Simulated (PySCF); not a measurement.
PySCF 2.14.0, HF/cc-pvdz, df: CO[Si](C)(OC)c1ccc([SiH](F)F)cc1, 29 atoms. The geometry is a generated start, not checked to be a minimum at this level.

```yaml
task: energy
method: hf
basis: cc-pvdz
two_electron_scheme: density fitting
mf.init_guess: minao (default)
mf.DIIS: CDIIS (default)
mf.diis_space: 8 (default)
mf.conv_tol: 1e-09 (default)
basis_functions: 288
```

On 4 threads, 1 BLAS thread. Build: conda-forge: OpenMP (GNU), OpenBLAS with its own threads, libcint, Libxc. Each setting ran once; only counts and results are compared.

Values of mol.max_memory tried: 8000 MB, 4000 MB, 2000 MB, 1000 MB, 500 MB, 300 MB, 200 MB.

Task: How low can the memory setting go, and what changes on the way?

Result: It runs down to 200 MB, the lowest tried, with the same result. At 8000 MB: fitted integrals in memory. From 500 MB down: fitted integrals in a file.

| mol.max_memory | path | peak memory |
|---|---|---|
| 8000 MB | fitted integrals in memory | 1.1 GiB |
| 4000 MB | fitted integrals in memory | 1.1 GiB |
| 2000 MB | fitted integrals in memory | 1.0 GiB |
| 1000 MB | fitted integrals in memory | 0.71 GiB |
| 500 MB | fitted integrals in a file | 0.32 GiB |
| 300 MB | fitted integrals in a file | 0.23 GiB |
| 200 MB | fitted integrals in a file | 0.19 GiB |

Peak memory is the kernel's count for the largest process, libraries included and scratch files not. The peak passes the setting at 200 MB: it is no hard cap.
